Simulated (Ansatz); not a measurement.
**One base run on In₂O₃ (Ia-3, 40 atoms in the cell) and variants with one or two settings moved**

```
In2O3
1.0
   -5.13438     5.13438     5.13438
    5.13438    -5.13438     5.13438
    5.13438     5.13438    -5.13438
In O
16 24
Direct
  0.50000   0.50000   0.50000
  0.50000   0.00000   0.00000
  0.00000   0.00000   0.50000
  0.00000   0.50000   0.00000
  0.25000   0.71650   0.46650
  0.75000   0.78350   0.03350
  0.46650   0.25000   0.71650
  0.03350   0.75000   0.78350
  0.71650   0.46650   0.25000
  0.78350   0.03350   0.75000
  0.75000   0.28350   0.53350
  0.25000   0.21650   0.96650
  0.53350   0.75000   0.28350
  0.96650   0.25000   0.21650
  0.28350   0.53350   0.75000
  0.21650   0.96650   0.25000
  0.53610   0.77370   0.54340
  0.73030   0.99270   0.95660
  0.76970   0.72630   0.26240
  0.96390   0.50730   0.23760
  0.54340   0.53610   0.77370
  0.95660   0.73030   0.99270
  0.26240   0.76970   0.72630
  0.23760   0.96390   0.50730
  0.77370   0.54340   0.53610
  0.99270   0.95660   0.73030
  0.72630   0.26240   0.76970
  0.50730   0.23760   0.96390
  0.46390   0.22630   0.45660
  0.26970   0.00730   0.04340
  0.23030   0.27370   0.73760
  0.03610   0.49270   0.76240
  0.45660   0.46390   0.22630
  0.04340   0.26970   0.00730
  0.73760   0.23030   0.27370
  0.76240   0.03610   0.49270
  0.22630   0.45660   0.46390
  0.00730   0.04340   0.26970
  0.27370   0.73760   0.23030
  0.49270   0.76240   0.03610
```

Base run A: PBE, PAW files (Ansatz, a first-principles code), self-consistent single point.

Its settings: kpoints.mp_grid.grid = 3 3 3; hamiltonian.xc = pbe; hamiltonian.pseudopotentials = {kind: paw} (the program's default PAW files); scf.occupations.method = methfessel_paxton; scf.occupations.width = 0.1 eV.

The starting cell was generated: these elements placed on a structure prototype, without a prior relaxation; it need not be a known phase or ordering of this composition. Its lattice was rescaled by a random factor within 2.5 % of one. Ansatz's pressure includes its estimate of the finite-basis (Pulay) stress.

Run A gave: pressure (GPa) 0.98; largest force (eV/Å) 0.289.

Runs:
- B: hamiltonian.pseudopotentials: {kind: paw} (the program's default PAW files) → {kind: paw_fr}; magnetization.noncollinear: default → true; magnetization.spin_orbit: default → true [PBE with spin-orbit coupling]
- C: hamiltonian.xc: pbe → lda; hamiltonian.pseudopotentials: {kind: paw} (the program's default PAW files) → {kind: paw_fr}; magnetization.noncollinear: default → true; magnetization.spin_orbit: default → true [LDA (PW92) with spin-orbit coupling]

What does run C change against A?

The pressure goes from 0.98 to -9.49 GPa and the largest force hardly changes (0.289 to 0.288 eV/Å).

| run | pressure (GPa) | largest force (eV/Å) |
|---|---|---|
| A | 0.98 | 0.289 |
| B | 0.93 | 0.289 |
| C | -9.49 | 0.288 |

Left out of this page: 1 run of the series stopped by limits of time or memory.

Keys are those of Ansatz 0.2.
